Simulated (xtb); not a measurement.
xtb 6.7.1, GFN2-xTB: COc1cc2sc(-c3cccc(-c4cc5sc(C(C)(C)C)cc5s4)c3)cc2s1, 48 atoms. The geometry is a generated start, not checked to be a minimum at this level.

| Quantity | Result |
|---|---|
| run flags | --grad |
| method | GFN2-xTB |
| --acc | 1 (default) |
| --etemp (K) | 300 (default) |
| basis functions | 156 |
| valence electrons | 142 |

One run each on 1 thread. Values of broydamp tried: 0.02, 0.05, 0.1, 0.2, 0.4 (default), 0.6, 0.8, 1.

Question: Which value of broydamp needs the fewest SCC iterations, and what happens away from it?

Answer: Fewest SCC iterations, within one of each other: 0.2 with 13, 0.4 (default) with 13, 0.6 with 13, 0.8 with 14. The count rises to 20 at 0.02. All converge to one solution.

```csv
broydamp,SCC iterations,end
0.02,20,same solution
0.05,17,same solution
0.1,15,same solution
0.2,13,same solution
0.4 (default),13,same solution
0.6,13,same solution
0.8,14,same solution
1,16,same solution
```
